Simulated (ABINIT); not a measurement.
Band structure of AgBr (Fm-3m, 2 atoms in the cell).

```
CELL_PARAMETERS angstrom
      0.00000     2.91965     2.91965
      2.91965     0.00000     2.91965
      2.91965     2.91965     0.00000
ATOMIC_POSITIONS crystal
  Ag 0.00000 0.00000 0.00000
  Br 0.50000 0.50000 0.50000
```

Computed with PBE, PAW (JTH v2.0 PBE PAW) (plane waves; ABINIT 10.0.3).

Settings: pseudos = [Ag.GGA_PBE-JTH.xml, Br.GGA_PBE-JTH.xml]; ecut = 20 Ha; pawecutdg = 40 Ha; pawxcdev = 0; occopt = 1; ngkpt = 8 8 8; nshiftk = 1; shiftk = 0 0 0; potentials = JTH v2.0 PBE PAW; kptopt = 1; nstep = 100; toldfe1 = 1e-09 Ha; ndtset = 2.

The starting cell comes from a database of computed structures (which also holds hypothetical and non-ambient phases and stackings), without a prior relaxation at this level. Its lattice was rescaled by a random factor within 2.5 % of one.

### Question
Predict the gap along the standard path and the places of the band edges.

### Answer
The gap along the path is 0.68 eV, from L to Γ; the smallest direct gap on it is 2.43 eV.

Levels in eV from the top of the valence band on the SCF mesh, bands 6 to 13:
```json
[
 {"point": "Γ", "6": "-2.59", "7": "-1.75", "8": "-1.75", "9": "-1.75", "10": "0.68", "11": "9.96", "12": "9.96", "13": "9.96"},
 {"point": "X", "6": "-2.45", "7": "-2.23", "8": "-2.23", "9": "-2.16", "10": "1.70", "11": "7.15", "12": "8.87", "13": "10.82"},
 {"point": "W", "6": "-2.23", "7": "-2.12", "8": "-2.12", "9": "-1.39", "10": "3.71", "11": "7.14", "12": "7.68", "13": "7.68"},
 {"point": "K", "6": "-2.27", "7": "-2.07", "8": "-1.88", "9": "-1.10", "10": "2.99", "11": "6.85", "12": "8.16", "13": "9.09"},
 {"point": "L", "6": "-2.32", "7": "-2.00", "8": "0.00", "9": "0.00", "10": "3.88", "11": "6.29", "12": "6.87", "13": "6.87"},
 {"point": "U", "6": "-2.27", "7": "-2.07", "8": "-1.88", "9": "-1.10", "10": "2.99", "11": "6.85", "12": "8.16", "13": "9.09"}
]
```
